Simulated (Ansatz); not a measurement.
An Ansatz (a program for electronic structure) input (Kohn–Sham DFT with the r2SCAN functional, run in Ansatz with PAW and 500 eV plane waves, spin-orbit coupling left out, earlier PAW set):

Ansatz 0.2 input:
```yaml
crystal:
  lattice:
    - [-2.6569797961, 2.8039043859, 5.5482438266]
    - [2.6569797961, -2.8039043859, 5.5482438266]
    - [2.6569797961, 2.8039043859, -5.5482438266]
  atoms:
    - { symbol: Cu, position: [0.75, 0.25, 0.5] }
    - { symbol: Cu, position: [0, 0, 0] }
    - { symbol: Ga, position: [0.25, 0.75, 0.5] }
    - { symbol: Ga, position: [0.5, 0.5, 0] }
    - { symbol: Se, position: [0.1213556377, 0.125, 0.4963556377] }
    - { symbol: Se, position: [0.6286443623, 0.625, 0.5036443623] }
    - { symbol: Se, position: [0.375, 0.8786443623, 0.0036443623] }
    - { symbol: Se, position: [0.875, 0.3713556377, 0.9963556377] }
basis: { ecutwfc: 500, ecutrho_ratio: 4, xc_grid: 4, fft_grid_basis: typed }
kpoints: { mp_grid: { grid: [8, 8, 8] } }
hamiltonian:
  xc: r2scan
  dispersion: none
  pseudopotentials: { azcp: { folder: ./paw }, kind: paw }
scf: { occupations: { method: fermi_dirac, width: 0.05 }, convergence: { dr2_threshold: 0.0000000008 } }
relax: { f_tol: 0.005, max_steps: 50 }
output: { forces: true, stress: true }
checkpoint: { write: state.ck, write_every: 1000 }
```

Task: Which symmetry and how many k-points will the program report, and about how many plane waves at Γ?

Result: Space group I212121 (ITA 24) with 4 operations, k-points 95 of 512, and 4199 plane waves at Γ.

Task: And the final pressure?

Result: 4.21 GPa (compression positive).

The cells carry an imposed strain or load. Whether these cells are dynamically stable was not tested. All final runs are without spin polarisation. The cell was made from GaCuSe2 in the chalcopyrite structure (space group I-42d, No. 122) by this change: uniaxial strain ε_xx = −5.24 %.
